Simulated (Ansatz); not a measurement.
## Cd on the Al site (Cd_Al) in zinc-blende AlP

Computed with PBE, PAW (plane waves to 420 eV; Ansatz, an electronic-structure program). The supercell holds 64 host sites (2×2×2 repeats of the unit cell), with a 2×2×2 shifted k-point sampling for the final energies. Site at the start: the Al site. Energies of charged states are corrected for periodic images (point charge plus alignment at distant sites). Dielectric constants: PBE linear response of the host. Host gap at this level: 1.63 eV. These values are not converged in cell size to better than tenths of an eV. The semilocal functional narrows the gap, so deep levels can fall outside it. Spin–orbit coupling is left out. Each state is the lowest found from its start.

Formation energies E_f are given with the Fermi level at the valence-band maximum. Chemical conditions: P-rich (Δμ(Al) = -1.26 eV, Δμ(Cd) = -0.48 eV, bounded by CdP2 (P4_12_12); only phases computed here count, gases as isolated molecules at 0 K). Reference phases: Al: fcc Al, Cd: hcp Cd.

```csv
charge,moment (μB),largest move off a lattice site (Å),image correction with alignment (eV),"E_f, P-rich (eV)"
+1*,not spin-polarised,0.16,–,–
0†,1.0,0.15,0.00,1.41
−1,not spin-polarised,0.14,0.01,1.64
```

* At this level the carrier isn't localised at the defect: at charge +1 holes occupy the valence band. Such a state is shallow or no state of the defect, and this cell gives it no level.

† Not settled in this cell, so no level is given: charge 0: a level filled in part, carriers not clearly localised.
